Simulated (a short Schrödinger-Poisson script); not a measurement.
MOS inversion layer, SiO2 on p-type Ge(111)

Structure: MOS inversion layer, SiO2 on p-type Ge(111), at 300 K.

| layer | material | thickness (nm) | Na (cm⁻³) |
|---|---|---|---|
| 1 | SiO2 | 3.4 | - |
| 2 | Ge | 920 | 2e17 |

Constants are typed, rounded textbook-type inputs, not results; the design itself was drawn at random and stands for no fabricated device. SiO2: permittivity 3.9, conduction-band edge (eV) 3.1, gap (eV) 9, electron mass (mₑ) 0.5. Ge: permittivity 16, conduction-band edge (eV) 0, gap (eV) 0.664, Nv at 300 K (cm⁻³) 6e18.

Channel valleys (confinement mass, in-plane density-of-states mass, number): L1 1.59, 0.08, 1; L3 0.09, 0.34, 3. At the gate the conduction-band edge of layer 1 lies 3.23 eV − eVg above the Fermi level of the channel; the field vanishes at the back. Gaps are held at their typed values at every temperature. Mesh 0.03 nm at interfaces.

From a short Schrödinger-Poisson script (our own, NumPy): 1D Poisson equation in equilibrium, electrons quantum, Hartree (BenDaniel-Duke, 12 states a valley, the channel's in-plane mass for all, wave functions free to enter the dielectric), parabolic valleys, classical holes, full ionisation, no traps, pinning or gate leakage.

| Vg (V) | electrons (cm⁻²) | C (μF/cm²) | L1 E0 (meV) | L1 E1 (meV) | L3 E0 (meV) | L3 E1 (meV) |
|---|---|---|---|---|---|---|
| 0 | 2.03e7 | 0.226 | 315.5 | 339.3 | 357.9 | 415.3 |
| 0.3 | 7.89e10 | 0.388 | 92.5 | 122.9 | 145.4 | 220.0 |
| 0.6 | 1.25e12 | 0.801 | 9.8 | 49.6 | 75.2 | 158.9 |
| 0.9 | 2.80e12 | 0.860 | -23.1 | 26.2 | 54.0 | 144.3 |
| 1.2 | 4.43e12 | 0.883 | -46.8 | 11.4 | 41.0 | 137.1 |
| 1.5 | 6.10e12 | 0.897 | -66.7 | 0.2 | 31.1 | 132.6 |
| 1.8 | 7.79e12 | 0.906 | -84.3 | -9.1 | 22.9 | 129.7 |
| 2.1 | 9.49e12 | 0.914 | -100.3 | -17.1 | 15.8 | 127.7 |
| 2.4 | 1.12e13 | 0.919 | -115.2 | -24.1 | 9.4 | 126.3 |

Gate voltages with under 1e6 electrons/cm² are left out.

Subbands count from the Fermi level.

Only the L valleys are kept; under strong confinement the Δ valleys of Ge fill too.
